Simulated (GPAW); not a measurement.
A working GPAW input for Na₆ZnSn₂ (C2/m, 9 atoms in the cell) (DFT LDA (Perdew-Wang 92), plane waves, GPAW PAW datasets LDA (gpaw-data 1.0.1)):

```python
from ase import Atoms
from ase.units import GPa
from gpaw import GPAW

atoms = Atoms(['Sn', 'Sn', 'Zn', 'Na', 'Na', 'Na', 'Na', 'Na', 'Na'],
              cell=[[5.038500, -2.736650, 0.000000],
                    [5.038500, 2.736650, 0.000000],
                    [-1.307807, 0.000000, 9.223746]],
              scaled_positions=[[0.144740, 0.144740, 0.249030],
                                [0.855260, 0.855260, 0.750970],
                                [0.000000, 0.000000, 0.000000],
                                [0.470300, 0.470300, 0.275300],
                                [0.529700, 0.529700, 0.724700],
                                [0.292600, 0.292600, 0.929500],
                                [0.707400, 0.707400, 0.070500],
                                [0.173600, 0.173600, 0.590800],
                                [0.826400, 0.826400, 0.409200]],
              pbc=True)

calc = GPAW(mode={'name': 'pw', 'ecut': 850},
            xc='LDA',
            kpts=(5, 5, 3),
            occupations={'name': 'methfessel-paxton', 'width': 0.1, 'order': 0},
            nbands=-17,
            convergence={'density': 1e-05, 'energy': 1e-05},
            symmetry={'symmorphic': False, 'tolerance': 0.0005},
            maxiter=150)

atoms.calc = calc

energy = atoms.get_potential_energy()
print('Energy (eV):', round(energy, 6))
forces = atoms.get_forces()
print('Forces (eV/Ang):')
print(forces.round(5))
stress = atoms.get_stress()
print('Stress (GPa, Voigt):', (stress / GPa).round(4))
```

The run converged in 25 iterations: free energy E − TS (from the program's reference atoms) -21.7340 eV; Fermi level (on the code's own zero) 2.05 eV; pressure -1.54 GPa; largest force (vector length) 0.116 eV/Å. Each of these slips is then made, one at a time:

(1)
```diff
-              cell=[[5.038500, -2.736650, 0.000000],
-                    [5.038500, 2.736650, 0.000000],
-                    [-1.307807, 0.000000, 9.223746]],
+              cell=[[2.666259, -1.448173, 0.000000],
+                    [2.666259, 1.448173, 0.000000],
+                    [-0.692062, 0.000000, 4.880996]],
-            maxiter=150)
+            maxiter=60)
```

(2)
```diff
-                                [0.173600, 0.173600, 0.590800],
-                                [0.826400, 0.826400, 0.409200]],
+                                [0.173600, 0.173600, 0.590800]],
```

Question: How does each altered input end?

Answer: 
(1) Cell lengths in the wrong unit (bohr against Å). The run converged in 37 iterations without an error; against the sound input the free energy rises by 30.5 eV/atom, the pressure goes from -1.54 to 2157 GPa and the largest force goes from 0.116 to 79.59 eV/Å.

(2) An atom count that does not match the list of atoms. The program stopped before any SCF iteration, with the message: ValueError: Array "positions" has wrong length: 8 != 9..

The starting cell comes from a database of published, mostly measured structures (it also holds non-ambient and calculated ones), without a prior relaxation at this level.

Left out of this page: 5 runs of the series outside the window shown, repeating another row's setting, or not comparable.
